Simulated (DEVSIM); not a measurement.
Device: abrupt Si n-p junction, at 400 K.

Layer 1 from the left is Si, thickness (μm) 4.00, Nd (cm⁻³) 3.2e17, τn (s) 1.6e-7, τp (s) 1.6e-7. Layer 2 from the left is Si, thickness (μm) 130, Na (cm⁻³) 1.9e17, τn (s) 1.6e-7, τp (s) 1.6e-7.

Left contact: ohmic. Right contact: ohmic. Voltage is applied to the left contact. Recombination: SRH at mid-gap, radiative. Mobility is μmin + (μ − μmin)/(1 + (N/Nref)^α).

The device is made up for the run: typed textbook-type constants, with dimensions and the other settings drawn at random. Values at 300 K; Nc and Nv go as T^1.5, mobilities as T to minus their exponent, the gap by Varshni's rule with the affinity fixed.

Si: gap (eV) 1.124, affinity (eV) 4.05, permittivity 11.7, Nc (cm⁻³) 2.86e19, Nv (cm⁻³) 3.1e19, μn (cm²/Vs) 1417, μp (cm²/Vs) 470, μn,min 52, μp,min 45, Nref,n 9.7e16, Nref,p 2.2e17, αn 0.68, αp 0.72, T exponent of μn 2.3, T exponent of μp 2.2, B (cm³/s) 4.7e-15, Varshni α (eV/K) 0.000473, Varshni β (K) 636.

Simulated with DEVSIM: 1D drift-diffusion, Boltzmann statistics, complete ionisation; no tunnelling, impact ionisation, image-force lowering or self-heating.

Dark forward current:

```csv
|V| (V),|J| (A/cm²)
0.05,4.300e-6
0.10,1.607e-5
0.15,5.385e-5
0.20,0.0001890
0.25,0.0007093
0.30,0.002804
0.35,0.01146
0.40,0.04761
0.45,0.1982
0.50,0.8014
0.55,2.898
0.60,8.208
0.65,17.38
0.70,29.56
0.75,43.76
0.80,59.37
0.85,76.02
0.90,93.52
0.95,111.8
1.00,130.7
1.05,150.3
1.10,170.5
1.15,191.3
1.20,212.8
1.25,234.9
1.30,257.7
```

Task: Work out the local ideality factor n = ΔV / (kT/q · ln(J2/J1)) between the rows 0.15 and 0.20 V, 0.40 and 0.45 V, 1.25 and 1.30 V.

Result: kT/q = 34.47 mV. From 0.15 to 0.20 V: ln(0.0001890/5.385e-5) = 1.256, n = 1.16. From 0.40 to 0.45 V: ln(0.1982/0.04761) = 1.426, n = 1.02, near the 1 of diffusion or emission over a barrier. From 1.25 to 1.30 V: ln(257.7/234.9) = 0.093, n = 15.66.

Task: Estimate the current at 0.35 V from the Shockley equation with J0 = Σ q ni² D/(N L) coth(W/L), τ joining the SRH, radiative and Auger lifetimes that are on, and W taken as the whole layer.

Result: ni² = 3.22e25 cm⁻⁶; holes in the n layer: μ = 122 cm²/Vs, D = 4.19 cm²/s, τ = 1.60e-7 s, L = 8.19 μm, W/L = 0.49, term 1.82e-7 A/cm²; electrons in the p layer: μ = 300 cm²/Vs, D = 10.3 cm²/s, τ = 1.60e-7 s, L = 12.9 μm, W/L = 10, term 2.19e-7 A/cm². J0 = 4.01e-7 A/cm², and J = J0 exp(qV/kT) = 0.0103 A/cm². The simulation gives 0.0115 A/cm²; the estimate lies 10 % below. The estimate leaves out recombination in the depletion region and that region's share of W.
